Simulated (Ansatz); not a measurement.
**SmSi (Pnma, No. 62; cell taken from a computed entry)**

The numbers are results of r²SCAN (plane waves, PAW; Ansatz, a first-principles code), not measurements.

Numerical settings: plane-wave cutoff 500 eV, 6×10×8 k mesh (along the axes of the cell as run), Fermi–Dirac smearing 0.05 eV, spin-polarised start, scalar-relativistic PAW data made under PBE.

Cell: relaxed at this level.

```json
{
 "equilibrium_volume_per_atom": "24.35 Å³/atom"
}
```

Note: the magnetic order was assumed, not searched for or taken from measurement; the relaxation could not lower the start's symmetry, so the cell can be a saddle point above a distorted one; the 4f shell is treated without U or exact exchange, so its levels and filling can be wrong.

Spin–orbit coupling is not included.

Static lattice: no zero-point or thermal effects.
